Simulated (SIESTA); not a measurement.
SIESTA run on CaPt2 (Fd-3m, 6 atoms in the cell): self-consistent single point

Method: LDA PW92, numerical atomic orbitals DZP, PseudoDojo LDA standard norm-conserving potentials (rewritten from UPF to PSML) run with SIESTA.

The input file:

```
# files in the folder: Ca.psml Pt.psml (PseudoDojo LDA standard)
SystemName  CaPt2
SystemLabel CaPt2

NumberOfAtoms                6
NumberOfSpecies              2
%block ChemicalSpeciesLabel
  1 20 Ca
  2 78 Pt
%endblock ChemicalSpeciesLabel
LatticeConstant              1.0 Ang
%block LatticeVectors
     0.000000000    3.811333000    3.811333000
     3.811333000    0.000000000    3.811333000
     3.811333000    3.811333000    0.000000000
%endblock LatticeVectors
AtomicCoordinatesFormat      Bohr
%block AtomicCoordinatesAndAtomicSpecies
     0.000000000    0.000000000    0.000000000  1
     3.601187770    3.601187770    3.601187770  1
     9.002969425    5.401781655    5.401781655  2
     5.401781655    5.401781655    9.002969425  2
     5.401781655    9.002969425    5.401781655  2
     9.002969425    9.002969425    9.002969425  2
%endblock AtomicCoordinatesAndAtomicSpecies

XC.functional                LDA
XC.authors                   PW92
PAO.BasisSize                DZP
PAO.EnergyShift              0.01 Ry
MeshCutoff                   300 Ry
%block kgrid.MonkhorstPack
    4   0   0  0.0
    0   4   0  0.0
    0   0   4  0.0
%endblock kgrid.MonkhorstPack
OccupationFunction           MP
OccupationMPOrder            0
ElectronicTemperature        100.0 meV

MaxSCFIterations             150
SCF.Mixer.Method             Broyden
SCF.Mixer.Weight             0.1
SCF.Mixer.History            6
SCF.DM.Tolerance             1.0E-05
Diag.ParallelOverK           true
WriteForces                  true
```

Output (repeated stretches shortened):

```
reinit: Reading from file input.fdf

reinit: System Name: CaPt2
reinit: System Label: CaPt2

coor:   Atomic-coordinates input format  =     Cartesian coordinates
coor:                                            (in Bohr units)

siesta: Atomic coordinates (Bohr) and species
siesta:      0.00000   0.00000   0.00000  1        1
siesta:      3.60119   3.60119   3.60119  1        2
siesta:      9.00297   5.40178   5.40178  2        3
siesta:      5.40178   5.40178   9.00297  2        4
siesta:      5.40178   9.00297   5.40178  2        5
siesta:      9.00297   9.00297   9.00297  2        6

siesta: System type = bulk

initatomlists: Number of atoms, orbitals, and projectors:      6    94   164

siesta: ******************** Simulation parameters ****************************
redata: Spin configuration                          = none
redata: Time-Reversal Symmetry                      = T
redata: Number of Atomic Species                    =        2
redata: Mesh Cutoff                                 =   300.0000 Ry
redata: Net charge of the system                    =     0.0000 |e|
redata: Min. number of SCF Iter                     =        0
redata: Max. number of SCF Iter                     =      150
redata: SCF convergence failure will abort job
redata: SCF mix quantity                            = Hamiltonian
redata: Mix DM or H after convergence               =   F
redata: Recompute H after scf cycle                 =   F
redata: Mix DM in first SCF step                    =   T
redata: No kicks to SCF
redata: DM Mixing Weight for Kicks                  =     0.5000
redata: Require Harris convergence for SCF          =   F
redata: Harris energy tolerance for SCF             =     0.000100 eV
redata: Require DM convergence for SCF              =   T
redata: DM tolerance for SCF                        =     0.000010
redata: Require EDM convergence for SCF             =   F
redata: EDM tolerance for SCF                       =     0.001000 eV
redata: Require H convergence for SCF               =   T
redata: Hamiltonian tolerance for SCF               =     0.001000 eV
redata: Require (free) Energy convergence for SCF   =   F
redata: (free) Energy tolerance for SCF             =     0.000100 eV
redata: Using DFT-D3 dispersion                     =   F
redata: Using Saved Data (generic)                  =   F
redata: Method of Calculation                       = Diagonalization
redata: Electronic Temperature                      =  1160.4518 K
redata: Number of TDED substeps                     =        3
redata: Dynamics option                             = Single-point calculation
redata: Save all siesta data in one NC              =   F
redata: ***********************************************************************

%block SCF.Mixers
  Broyden
%endblock SCF.Mixers

%block SCF.Mixer.Broyden
  # Mixing method
  method broyden

  # Mixing options
  weight 0.1000
  weight.linear 0.1000
  weight.prime 0.1000
  history 6
%endblock SCF.Mixer.Broyden

DM_history_depth set to one: no extrapolation allowed by default for geometry relaxation
Size of DM history Fstack: 1
Total number of electrons:    92.000000
Total ionic charge:    92.000000

* ProcessorY, Blocksize:    1  64

* Orbital distribution balance (max,min):    94    94

k-point displ. along   1 input, could be:     0.00    0.50
k-point displ. along   2 input, could be:     0.00    0.50
k-point displ. along   3 input, could be:     0.00    0.50
 Kpoints in:           48 . Kpoints trimmed:           44

siesta: k-grid: Number of k-points = 44
siesta: k-points from Monkhorst-Pack grid
siesta: k-cutoff (effective) =    10.780 Ang
siesta: k-point supercell and displacements
siesta: k-grid:     4     0     0      0.000
siesta: k-grid:     0     4     0      0.000
siesta: k-grid:     0     0     4      0.000

diag: Algorithm                                     = D&C
diag: Parallel over k                               =   F
diag: Use parallel 2D distribution                  =   F
diag: Parallel block-size                           = 64
diag: Parallel distribution                         =     1 x     1
diag: Used triangular part                          = Lower
diag: Absolute tolerance                            =  0.100E-15
diag: Orthogonalization factor                      =  0.100E-05
diag: Memory factor                                 =  1.0000

superc: Internal auxiliary supercell:     5 x     5 x     5  =     125
superc: Number of atoms, orbitals, and projectors:    750  11750  20500

                        Single-point calculation

superc: Internal auxiliary supercell:     5 x     5 x     5  =     125
superc: Number of atoms, orbitals, and projectors:    750  11750  20500

outcell: Unit cell vectors (Ang):
        0.000000    3.811333    3.811333
        3.811333    0.000000    3.811333
        3.811333    3.811333    0.000000

outcell: Cell vector modules (Ang)   :    5.390039    5.390039    5.390039
outcell: Cell angles (23,13,12) (deg):     60.0000     60.0000     60.0000
outcell: Cell volume (Ang**3)        :    110.7288
new_DM -- step:     1
Initializing Density Matrix...

Attempting to read DM from file... Failed...
DM filled with atomic data:

InitMesh: MESH = 48 x 48 x 48 = 110592
InitMesh: Mesh cutoff (required, used) =   300.000   328.770 Ry

stepf: Methfessel-Paxton step function
       Using Hermite-Gauss polynomials of order  0

        iscf     Eharris(eV)        E_KS(eV)     FreeEng(eV)     dDmax    Ef(eV) dHmax(eV)
   scf:    1   -16210.526405   -16296.108725   -16296.156889  3.636197 -1.208942 17.063643
   scf:    2   -16329.298207   -16314.263442   -16314.290387  0.952134 -2.014603 10.875563
   scf:    3   -16330.678605   -16325.865169   -16325.880104  0.937505 -3.359097  2.188811
   scf:    4   -16325.838511   -16326.016411   -16326.030013  0.169019 -3.650445  1.716968
   scf:    5   -16326.314119   -16326.209609   -16326.224016  0.080889 -3.473157  0.178854
   scf:    6   -16326.210087   -16326.212350   -16326.227091  0.022090 -3.432752  0.080247
   [... 7 lines left out ...]
   scf:   14   -16326.213453   -16326.213453   -16326.228092  0.000040 -3.450136  0.000405
   scf:   15   -16326.213453   -16326.213453   -16326.228092  0.000033 -3.450177  0.000313
   scf:   16   -16326.213453   -16326.213453   -16326.228092  0.000023 -3.450201  0.000267
   scf:   17   -16326.213453   -16326.213453   -16326.228092  0.000014 -3.450219  0.000239
   scf:   18   -16326.213453   -16326.213453   -16326.228092  0.000009 -3.450235  0.000214

SCF Convergence by DM+H criterion
max |DM_out - DM_in|         :     0.0000090113
max |H_out - H_in|      (eV) :     0.0002135122
SCF cycle converged after 18 iterations

Using DM_out to compute the final energy and forces

siesta: E_KS(eV) =           -16326.2135

siesta: E_KS - E_eggbox =    -16326.2135

siesta: Atomic forces (eV/Ang):
     1    0.000000    0.000000    0.000000
     2   -0.000000   -0.000000   -0.000000
     3   -0.000000   -0.000000   -0.000000
     4   -0.000000   -0.000000   -0.000000
     5   -0.000000   -0.000000   -0.000000
     6    0.000000    0.000000    0.000000
   Tot   -0.000000   -0.000000   -0.000000
   Max    0.000000
   Res    0.000000    sqrt( Sum f_i^2 / 3N )
   Max    0.000000    constrained

Stress tensor Voigt[x,y,z,yz,xz,xy] (kbar):       -8.86       -8.86       -8.86       -0.00       -0.00       -0.00
(Free)E + p*V (eV/cell)   -16325.6160
Target enthalpy (eV/cell)   -16326.2281

siesta: Program's energy decomposition (eV):
siesta: Ebs     =     -2960.743908
siesta: Eions   =     22823.788364
siesta: Ena     =      3472.664841
siesta: Ekin    =      4770.702388
siesta: Enl     =      1022.055145
siesta: Eso     =         0.000000
siesta: Edftu   =         0.000000
siesta: DEna    =       197.334857
siesta: DUscf   =         5.915145
siesta: DUext   =         0.000000
siesta: Ex      =     -2723.352097
siesta: Ec      =      -247.745368
siesta: Exc     =     -2971.097465
siesta: Eharris =    -16326.213453
siesta: Etot    =    -16326.213453
siesta: FreeEng =    -16326.228092

siesta: Stress tensor (static) (eV/Ang**3):
siesta:    -0.005528   -0.000000   -0.000000
siesta:    -0.000000   -0.005528   -0.000000
siesta:    -0.000000   -0.000000   -0.005528

siesta: Cell volume =        110.728822 Ang**3

siesta: Pressure (static):
siesta:                Solid            Molecule  Units
siesta:           0.00006021          0.00006021  Ry/Bohr**3
siesta:           0.00552816          0.00552816  eV/Ang**3
siesta:           8.85708353          8.85708411  kBar
```

The run converged in 18 iterations.

The starting cell comes from a database of computed structures (which also holds hypothetical and non-ambient phases and stackings), without a prior relaxation at this level. Its lattice was rescaled by up to half a per cent. Spin polarisation is off. Values carry the incompleteness of an atom-centred basis.

Cost on one core of a shared machine: roughly 30 s.
